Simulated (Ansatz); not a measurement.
Output of an Ansatz run (abridged):

```
WARN the atoms were moved onto the symmetric positions of the space group found under crystal.symmetry.tolerance 1.0e-5 (fractional …
Pseudopotentials: kind: paw
Pseudopotential: Ti, paw, valence charge 12
Crystal: 4 atoms, lattice volume = 69.516 Å³
Basis set: ecut = 420 eV, 1375 PW (Γ), exchange–correlation on 40×40×128 points (8 copies of the dense FFT grid, shifted against one another)
Bands: 29, of which v1, the nominal top of the filled ones, is band 24 counted from 1 (23 counted from 0)
Symmetry: 24 space group operations
Space group: P63/mmc (ITA 194), of the structure as read, at distance tolerance 4.1e-5 Å
k-points: 24 of 243
Initial density: superposition of atomic densities (neutral atoms: chi_scale 0, normalization atom), corrected by the library's trained network
Initial wavefunctions: pseudopotential atomic-orbital guess
Eigensolver: davidson
Functional: x = pbe(κ = 0.804, μ = 0.2195149727645171), c = pbe(β = 0.06672455060314922)
SCF iter   1: F=—  HF=-9998.557314 eV  |F-HF|=—  |Δ(HF+E_count)|=         —  Δρ=5.80e-3  dr2=4.39e-2  ethr=1.77e-3  ⟨swp⟩=4.0  Hψ=2562  notcnv=0
all-band conjugate gradients solve this SCF's bands
preconditioner: auto → Kerker (q_TF=auto, 2.565 Å⁻¹)
SCF iter   2: F=—  HF=-9998.553316 eV  |F-HF|=—  |Δ(HF+E_count)|=   4.00e-3  Δρ=2.56e-3  dr2=6.18e-3  ethr=9.15e-5  ⟨swp⟩=1.0  Hψ=888  notcnv=0
SCF iter   3: F=—  HF=-9998.552973 eV  |F-HF|=—  |Δ(HF+E_count)|=   3.42e-4  Δρ=6.61e-4  dr2=2.46e-4  ethr=1.29e-5  ⟨swp⟩=2.1  Hψ=790  notcnv=0
SCF iter   4: F=—  HF=-9998.552980 eV  |F-HF|=—  |Δ(HF+E_count)|=   6.74e-6  Δρ=1.02e-4  dr2=8.02e-6  ethr=5.12e-7  ⟨swp⟩=2.0  Hψ=859  notcnv=0
SCF iter   5: F=—  HF=-9998.553059 eV  |F-HF|=—  |Δ(HF+E_count)|=   7.91e-5  Δρ=3.55e-5  dr2=6.51e-7  ethr=1.67e-8  ⟨swp⟩=3.0  Hψ=1411  notcnv=0
SCF iter   6: F=-9998.553059 eV  HF=-9998.553059 eV  |F-HF|=1.91e-8  |Δ(HF+E_count)|=   1.05e-7  Δρ=8.11e-6  dr2=4.80e-8  ethr=2.08e-10  ⟨swp⟩=6.0  Hψ=2654  notcnv=0
SCF 1 converged in 6 iterations: F = -9998.553059 eV  dr2 = 4.80e-8
SCF converged after 6 iterations
Free energy (F): -9998.553059 eV
Harris-Foulkes:  -9998.553059 eV  (|F-HF|=1.91e-8)
Internal energy: -9998.422003 eV  (E = F + TS)
E sigma→0 (E₀):  -9998.487531 eV
Entropy (-TS):   -0.131056 eV (-32.764 meV/atom)
Fermi energy:    13.285454 eV
--- Per-component energies (eV) ---
  E_band       = -630.062962
  E_kinetic    = 1089.555754
  E_local      = -3251.375397  (includes V_loc(G=0)·N_el)
  E_nonlocal   = 32.154567
  E_hartree    = 1335.291049
  E_xc         = -389.811025
  E_vxc        = -487.669605  (∫ρ·V_xc dr)
  E_paw        = -4190.224604  (= ΣΔE_a)
  E_vpaw       = -683.316527  (= ΣTr[D̂ρ^β])
  E_aug_tail   = 0.000452  (compensation charges beyond the density's cutoff)
  E_ewald      = -4624.012798
  E_smearing   = -0.131056  (= −TS)
  E_closure    = 0.000000  (closes the sum)
  Σ components = -9998.553059   (vs F -9998.553059, Δ=0.00e0)
--- Forces (eV/Å), atoms counted from 1 ---
  atom   1  Ti     0.00000000    -0.00000000     0.00000000
   [... zero for the other atoms too ...]
  max |Σ_I F_I| component: 7.40e-17 eV/Å
--- Stress (GPa, compression-positive) ---
        1.031786       0.000000      -0.000000
        0.000000       1.031786      -0.000000
       -0.000000      -0.000000       0.182561
  P = ⅓ Tr σ = 0.7487 GPa (7.487 kbar)
  The stress holds the Pulay correction. Without it, at fixed plane waves, as pw.x and ABINIT print it: P = 0.7339 GPa
--- Band table (eV; the first three rows and the last of 24) ---
  k-point 0: bands = ["-43.4417", "-43.3846", "-43.3687", "-43.3108", "-20.0108", "-19.6882", "-19.6568", "-19.4085", "-19.4085", "-19.3784", "-19.3784", "-19.3372", "-19.3372", "-19.3207", "-19.3067", "-19.3067", "7.1844", "8.9854", "9.0169", [...]
  k-point 1: bands = ["-43.4332", "-43.4100", "-43.3431", "-43.3195", "-19.9663", "-19.8438", "-19.4979", "-19.4029", "-19.4029", "-19.3888", "-19.3888", "-19.3686", "-19.3267", "-19.3267", "-19.3124", "-19.3124", "7.4124", "8.0598", "9.9592", [...]
  k-point 2: bands = ["-43.4294", "-43.3757", "-43.3597", "-43.3053", "-19.9841", "-19.6977", "-19.6654", "-19.4645", "-19.4265", "-19.4202", "-19.3917", "-19.3780", "-19.3649", "-19.3505", "-19.3306", "-19.3153", "7.5309", "9.2779", "9.3088", [...]
  k-point 23: bands = ["-43.2980", "-43.2980", "-43.2823", "-43.2823", "-19.8427", "-19.8096", "-19.8096", "-19.7762", "-19.7127", "-19.7127", "-19.6477", "-19.6477", "-19.5439", "-19.4754", "-19.4638", "-19.4638", "11.9225", "11.9225", "12.0578", [...]
```

The structure:

```xyz
4
Lattice="2.9220 0.0000 0.0000 -1.4610 2.5305 0.0000 0.0000 0.0000 9.4015" Properties=species:S:1:pos:R:3 pbc="T T T"
Ti     0.0000     0.0000     0.0000
Ti     0.0000     0.0000     4.7008
Ti     0.0000     1.6870     2.3504
Ti     1.4610     0.8435     7.0511
```

**Question.** Write an input that gives this output.

**Answer.** Other spellings and defaults could give the same log, and not every line can be read from it. The input that was run (DFT, PBE, plane waves, default PAW files):

Ansatz 0.2 input:
```yaml
# Ti
crystal:
  lattice:
    - [2.92198600, 0.00000000, 0.00000000]
    - [-1.46099300, 2.53051500, 0.00000000]
    - [0.00000000, 0.00000000, 9.40151000]
  atoms:
    - { symbol: Ti, position: [0.00000000, 0.00000000, 0.00000000] }
    - { symbol: Ti, position: [0.00000000, 0.00000000, 0.50000000] }
    - { symbol: Ti, position: [0.33333300, 0.66666700, 0.25000000] }
    - { symbol: Ti, position: [0.66666700, 0.33333300, 0.75000000] }
basis:
  ecutwfc: 420.0
kpoints:
  mp_grid: { grid: [9, 9, 3] }
hamiltonian:
  xc: pbe
  pseudopotentials: { kind: paw }
scf:
  occupations: { method: gaussian, width: 0.2 }
output:
  forces: true
  eigenvalues: true
  stress: true
```

The starting cell was generated: these elements placed on a structure prototype, without a prior relaxation; it need not be a known phase or ordering of this composition. Its lattice was rescaled by a random factor within 2.5 % of one. Spin polarisation is off. Ansatz's pressure includes its estimate of the finite-basis (Pulay) stress.

Ansatz is a quantum-chemistry and plane-wave program.
